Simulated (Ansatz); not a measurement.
Start from As in the A7 type structure (space group R-3m, No. 166; layered).

As has the trigonal space group R-3m, hexagonal axes (No. 166), Pearson symbol hR2. Cell: a = 3.759 Å, b = 3.759 Å, c = 10.735 Å, α = 90.00°, β = 90.00°, γ = 120.00°. As on 6c sees 3 As at 2.516 Å (trigonal pyramidal). (Neighbours: up to the widest gap in distance over summed covalent radii, below 1.35, at either atom.)
(The calculation used a cell of 2 atoms; values per cell refer to that cell.)

All numbers come from r2SCAN+rVV10 (Ansatz, an electronic-structure program; PAW; 500 eV plane waves; no spin-orbit coupling), earlier PAW set.

Base values:

The c/a ratio is 2.856 and the lattice parameter a is 3.759 Å.

The change: Bi takes the place of As on all its sites, then cell and atoms are relaxed.

Tabulated Pauling electronegativity and covalent radius: As 2.18, 1.19 Å; Bi 2.02, 1.48 Å.

### Question
What happens to the c/a ratio and lattice parameter a?

### Answer
The c/a ratio falls by 0.1955 to 2.660; the lattice parameter a rises by 0.763 Å to 4.522 Å.

Spin-orbit coupling, missing from the scalar runs, can matter with Bi. No phonon test of stability was made.
